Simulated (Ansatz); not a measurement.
## A constructed model of the (110) surface of bcc Ta, a layer of Mo in place of the third plane (bottom of the slab: a bare face, its two planes held)

All values below come from PBE (plane waves to 420 eV, PAW; Ansatz, an electronic-structure program).

Model: 6-atom slab, 11.5 Å thick at the start, 14x14x1 mesh, Fermi-Dirac 0.1 eV, dipole correction, 2 atoms held, the rest relaxed; start symmetry kept, larger cells not searched; no spin, no spin-orbit, no U. In PBE it is, or lies within 0.01 eV a 1x1 cell of, the lowest of the 2 structures of its composition computed so far; larger cells were not tried.

```json
{
 "work_function_of_the_top_face": "4.79 eV",
 "energy_released_by_relaxation": "0.045 eV",
 "cost": "around 5 core-minutes (rough)"
}
```
